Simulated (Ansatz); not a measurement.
Phonon-limited resistivity of MoNiP (P-62m) against temperature in μΩ·cm, PBEsol, DFPT electron-phonon coupling, linearised Boltzmann equation (Ansatz, an electronic-structure program), harmonic crystal at a fixed cell. x, y and z are the axes of this cell:
```
MoNiP
1.0
    5.79269     0.00000     0.00000
   -2.89634     5.01662     0.00000
    0.00000     0.00000     3.70911
Ni Mo P
3 3 3
Direct
  0.74979   0.74979   0.00000
  0.00000   0.25021   0.00000
  0.25021   0.00000   0.00000
  0.00000   0.58522   0.50000
  0.58522   0.00000   0.50000
  0.41478   0.41478   0.50000
  0.00000   0.00000   0.50000
  0.66667   0.33333   0.00000
  0.33333   0.66667   0.00000
```

```tsv
T	ρ (x, y)	ρ (z)
50 K	1.88	1.83
77 K	7.4	…
100 K	…	14.7
150 K	30	32
200 K	46	49
250 K	61	65
273 K	68	72
300 K	76	80
```

### Question
Fill in the missing entries.

### Answer

- 77 K, ρ (z): 7.6
- 100 K, ρ (x, y): 14.0

A metal at this level (no band gap). Only scattering by harmonic phonons is included (no impurities, grain boundaries, electron-electron scattering or thermal expansion). Spin-orbit coupling is left out. Values near or above 100 μΩ·cm, or paths under about 2 nm, lie near resistivity saturation, where the Boltzmann equation overshoots. Halving the electron mesh (16x16x24) moves the resistivity by up to 8 %. Smearing 0.20 eV; phonons on a 3x3x4 q mesh, which this run doesn't test and which matters most at low temperature.

Formula and space group known from diffraction (Crystallography Open Database), not checked to be the room-temperature form: MoNiP (P-62m). Treated as nonmagnetic (a ferromagnetic start lost its moment, other orders weren't tried): MoNiP (P-62m).
